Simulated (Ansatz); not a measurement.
Start from InP in the zinc blende structure (space group F-43m, No. 216; a = 5.907 Å). Axes: x, y, z lie along the cube axes.

Computed with Kohn–Sham DFT with the r2SCAN functional, run in Ansatz (a quantum-chemistry and plane-wave program) with PAW and 500 eV plane waves, no SOC.

Base values:

Shortest interatomic distance: 255.8 pm
Valence-band top at Γ: 0.00, 0.00, 0.00 eV
Valley order: Γ 1.03 eV; L along ⟨111⟩ 1.80 eV; X along ⟨100⟩ 2.04 eV

One thing is altered: the cell is stretched by 1.50 % along z with no lateral relaxation; the atoms relax in the strained cell.

Problem. Estimate the effect on the shortest interatomic distance.

Solution. The shortest interatomic distance goes up by 1.3 pm, from 255.8 pm to 257.1 pm.

Problem. How does this affect the valence-band top at Γ?

Solution. The valence-band top at Γ (three highest levels, from the VBM) becomes 0.00, 0.00, -0.07 eV (base: 0.00, 0.00, 0.00 eV).

Problem. What happens to the energy relative to the base?

Solution. The energy rises by 1.8 meV/atom.

Problem. What does the calculation give for the valley order after the change?

Solution. The valley order (the lowest conduction-band minima on the path, energy above the VBM, named in the base's zone) changes from Γ 1.03 eV; L along ⟨111⟩ 1.80 eV; X along ⟨100⟩ 2.04 eV to Γ 0.92 eV; L along [111] 1.73 eV; X along [010] 2.02 eV; X along [001] 2.10 eV.

The levels and masses belong to the bands next to the band gap. Whether these cells are dynamically stable was not tested.
